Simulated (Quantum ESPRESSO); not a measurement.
The steps of a band-structure calculation for Cr3B4 (Immm, 7 atoms in the cell) with Quantum ESPRESSO.

Level of theory: PBEsol, GBRV 1.5 ultrasoft (PBESOL) pseudopotentials (plane waves; Quantum ESPRESSO).

Step 1 (scf):

```fortran
&CONTROL
    calculation = 'scf',
    prefix = 'run',
    outdir = './tmp',
    pseudo_dir = './',
    tprnfor = .true.,
    tstress = .true.,
/
&SYSTEM
    ibrav = 0,
    nat = 7,
    ntyp = 2,
    ecutwfc = 50,
    ecutrho = 400,
    occupations = 'smearing',
    smearing = 'fermi-dirac',
    degauss = 0.0099958,
/
&ELECTRONS
    conv_thr = 1.0d-10,
    mixing_beta = 0.3,
/
ATOMIC_SPECIES
Cr    51.9961  cr_pbesol_v1.5.uspp.F.UPF
B     10.8100  b_pbesol_v1.4.uspp.F.UPF
CELL_PARAMETERS {angstrom}
  -1.440655000     1.453769000     6.449097000
   1.440655000    -1.453769000     6.449097000
   1.440655000     1.453769000    -6.449097000
ATOMIC_POSITIONS {alat}
Cr    0.000000000    0.000000000    0.354153059
Cr    0.000000000    0.000000000    1.552150413
Cr    0.000000000    0.214861467    0.000000000
B     0.000000000    0.214861467    0.826554122
B     0.212923269    0.000000000    0.126597614
B     0.000000000    0.000000000    0.685544854
B     0.000000000    0.000000000    1.220758617
K_POINTS {automatic}
5 5 5  0 0 0
```

Step 2 (bands):

```fortran
&CONTROL
    calculation = 'bands',
    prefix = 'run',
    outdir = './tmp',
    pseudo_dir = './',
    verbosity = 'high',
/
&SYSTEM
    ibrav = 0,
    nat = 7,
    ntyp = 2,
    ecutwfc = 50,
    ecutrho = 400,
    occupations = 'smearing',
    smearing = 'fermi-dirac',
    degauss = 0.0099958,
    nbnd = 36,
/
&ELECTRONS
    conv_thr = 1.0d-10,
    startingwfc = 'random',
    diago_thr_init = 1.0d-6,
    diagonalization = 'cg',
/
ATOMIC_SPECIES
Cr    51.9961  cr_pbesol_v1.5.uspp.F.UPF
B     10.8100  b_pbesol_v1.4.uspp.F.UPF
CELL_PARAMETERS {angstrom}
  -1.440655000     1.453769000     6.449097000
   1.440655000    -1.453769000     6.449097000
   1.440655000     1.453769000    -6.449097000
ATOMIC_POSITIONS {alat}
Cr    0.000000000    0.000000000    0.354153059
Cr    0.000000000    0.000000000    1.552150413
Cr    0.000000000    0.214861467    0.000000000
B     0.000000000    0.214861467    0.826554122
B     0.212923269    0.000000000    0.126597614
B     0.000000000    0.000000000    0.685544854
B     0.000000000    0.000000000    1.220758617
K_POINTS {crystal_b}
16
  0.00000000   0.00000000   0.00000000  11  ! G
 -0.26247562   0.26247562   0.26247562  10  ! X
 -0.02517940   0.02517940   0.49977184   2  ! L
  0.00000000   0.00000000   0.50000000   2  ! T
  0.25000000   0.25000000   0.25000000  11  ! W
  0.00000000   0.50000000   0.00000000   2  ! R
  0.26247562   0.73752438  -0.26247562  10  ! X1
  0.50000000   0.50000000  -0.50000000   5  ! Z
  0.00000000   0.00000000   0.00000000  11  ! G
  0.26270378  -0.26270378   0.26270378   2  ! Y
  0.50000000   0.00000000   0.00000000  11  ! S
  0.25000000   0.25000000   0.25000000   1  ! W
  0.02517940  -0.02517940   0.50022816  10  ! L1
  0.26270378  -0.26270378   0.26270378   1  ! Y
  0.73729622   0.26270378  -0.26270378  10  ! Y1
  0.50000000   0.50000000  -0.50000000   1  ! Z
```

Step 3 (bands.x):

```fortran
&BANDS
    prefix = 'run',
    outdir = './tmp',
    filband = 'bands.dat',
    lsym = .false.,
/
```

Output of bands (abridged):

```
     Atomic positions and unit cell read from directory:
     ./tmp/run.save/

     Message from routine setup:
     using ibrav=0 with symmetry is DISCOURAGED, use correct ibrav instead
     G-vector sticks info
     --------------------
     sticks:   dense  smooth     PW     G-vecs:    dense   smooth      PW
     Sum        2997    1495    463                49309    17451    3015

     bravais-lattice index     =            0
   [... lines left out ...]
     unit-cell volume          =     364.5952 (a.u.)^3
     number of k points=   100  Fermi-Dirac smearing, width (Ry)=  0.0100
   [... lines left out ...]
   [... 97 lines left out ...]

     Dense  grid:    49309 G-vectors     FFT dimensions: (  81,  81,  81)

     Smooth grid:    17451 G-vectors     FFT dimensions: (  60,  60,  60)

     The potential is recalculated from file :
     ./tmp/run.save/charge-density

     negative rho (up, down):  2.901E-03 0.000E+00

     Band Structure Calculation
     CG style diagonalization

     ethr =  1.00E-06,  avg # of iterations = 33.8

     End of band structure calculation

          k = 0.0000 0.0000 0.0000 (  2179 PWs)   bands (ev):

   -53.4949 -53.1933 -53.1072 -25.0045 -24.9950 -24.9112 -24.7511 -24.7278
   -24.6404 -24.5921 -24.4742 -24.4715   3.9580   6.5575   8.5434  12.8967
    14.0410  14.6095  14.6337  14.7540  14.9542  15.1110  15.4727  16.0251
    17.9028  17.9577  18.2064  18.2855  18.8938  19.0404  19.7763  20.1494
    20.4006  21.2387  21.5740  22.4485

          k = 0.1121 0.0000 0.0000 (  2179 PWs)   bands (ev):

   -53.4945 -53.1925 -53.1073 -25.0042 -24.9991 -24.9108 -24.7558 -24.7290
   -24.6390 -24.5941 -24.4747 -24.4707   3.9946   6.5756   8.5842  12.9146
    13.9990  14.5552  14.6498  14.6851  14.9819  14.9920  15.3890  16.2511
    17.9153  17.9699  18.0959  18.2060  18.8760  18.9629  19.9720  20.1949
    20.2831  21.2931  21.4944  22.4857

   [... 98 blocks of this kind left out ...]
```

Output of bands.x (abridged):

```
     Reading xml data from directory:

     ./tmp/run.save/

     G-vector sticks info
     --------------------
     sticks:   dense  smooth     PW     G-vecs:    dense   smooth      PW
     Sum        2997    1495    463                49309    17451    3015

     negative rho (up, down):  2.901E-03 0.000E+00
     Reading collected, re-writing distributed wavefunctions
     high-symmetry point:  0.0000 0.0000 0.0000   x coordinate   0.0000
     high-symmetry point:  1.2327 0.0000 0.0000   x coordinate   1.2327
     high-symmetry point:  1.2327 1.1044 0.0000   x coordinate   2.3371
     high-symmetry point:  1.1741 1.1635 0.0000   x coordinate   2.4204
     high-symmetry point:  1.1741 1.1635 0.2623   x coordinate   2.6827
     high-symmetry point:  1.1741 0.0000 0.2623   x coordinate   3.8462
   [... 5 lines left out ...]
     high-symmetry point:  1.1741 1.1635 0.2623   x coordinate   8.4207
     high-symmetry point:  1.1155 1.2227-0.0000   x coordinate   8.6959
     high-symmetry point:  0.0000 1.2227 0.0000   x coordinate   9.8115
     high-symmetry point:  0.0000 1.1044 0.5246   x coordinate  10.3492
     high-symmetry point:  0.0000 0.0000 0.5246   x coordinate  11.4536

     Plottable bands (eV) written to file bands.dat.gnu
     Bands written to file bands.dat

   JOB DONE.
```

The starting cell comes from a database of computed structures (which also holds hypothetical and non-ambient phases and stackings), without a prior relaxation at this level. Its lattice was rescaled by a random factor within 2.5 % of one. Spin polarisation is off.
